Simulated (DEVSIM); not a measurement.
Structure: Schottky contact on n-type GaP, at 350 K.

Layer 1 from the left is GaP, thickness (μm) 1.20, Nd (cm⁻³) 2.3e17, τn (s) 1.5e-6, τp (s) 1.5e-6. Layer 2 from the left is GaP, thickness (μm) 16.0, Nd (cm⁻³) 1.4e18, τn (s) 1.5e-6, τp (s) 1.5e-6.

Left contact: Schottky, work function 4.79 eV, emission velocity 2.4e6 cm/s. Right contact: ohmic. Voltage is applied to the left contact. Recombination: SRH at mid-gap, Auger. Mobility is μmin + (μ − μmin)/(1 + (N/Nref)^α).

The device is made up for the run: typed textbook-type constants, with dimensions and the other settings drawn at random. Values at 300 K; Nc and Nv go as T^1.5, mobilities as T to minus their exponent, the gap by Varshni's rule with the affinity fixed.

GaP: gap (eV) 2.26, affinity (eV) 3.8, permittivity 11.1, Nc (cm⁻³) 1.8e19, Nv (cm⁻³) 1.9e19, μn (cm²/Vs) 250, μp (cm²/Vs) 150, μn,min 10, μp,min 10, Nref,n 4.4e18, Nref,p 1e18, αn 0.8, αp 0.85, T exponent of μn 1.6, T exponent of μp 1.98, Cn (cm⁶/s) 1e-30, Cp (cm⁶/s) 1e-30, Varshni α (eV/K) 0.00058, Varshni β (K) 372.

DEVSIM, 1D drift-diffusion, Boltzmann statistics, complete ionisation; no tunnelling, impact ionisation, image-force lowering or self-heating. Metal contacts follow the ideal Schottky-Mott rule: no Fermi-level pinning, no interface dipoles.

Dark forward current:

```
|V| (V)  |J| (A/cm²)
-------  -----------
0.05        1.947e-7
0.10        1.214e-6
0.15        6.552e-6
0.20        3.449e-5
0.25       0.0001807
0.30       0.0009456
0.35        0.004944
0.40         0.02583
0.45          0.1348
0.50          0.7021
0.55           3.629
0.60           18.22
0.65           81.63
0.70           273.2
0.75           630.2
0.80            1108
0.85            1659
0.90            2254
```

Task: Work out the local ideality factor n = ΔV / (kT/q · ln(J2/J1)) between the rows 0.15 and 0.20 V, 0.85 and 0.90 V.

Result: kT/q = 30.16 mV. From 0.15 to 0.20 V: ln(3.449e-5/6.552e-6) = 1.661, n = 1.00, near the 1 of diffusion or emission over a barrier. From 0.85 to 0.90 V: ln(2254/1659) = 0.306, n = 5.41; the layers' resistance at their doping, Σ W/(qμN) = 6.8e-5 Ω cm², would take 41 mV of this step of 50 mV.

Task: Estimate the current at 0.35 V for emission alone, J0 = q v N_band exp(−φB/kT), and read the barrier back from the simulated current.

Result: φB = 0.990 eV, N_band = 2.27e19 cm⁻³, J0 = 4.84e-8 A/cm²; J = J0 (exp(qV/kT) − 1) = 0.00531 A/cm². The simulation gives 0.00494 A/cm²; the estimate lies 7.3 % above. Read backwards, the simulated current gives an apparent barrier of 0.992 eV. The estimate leaves out transport through the depletion region and minority injection.
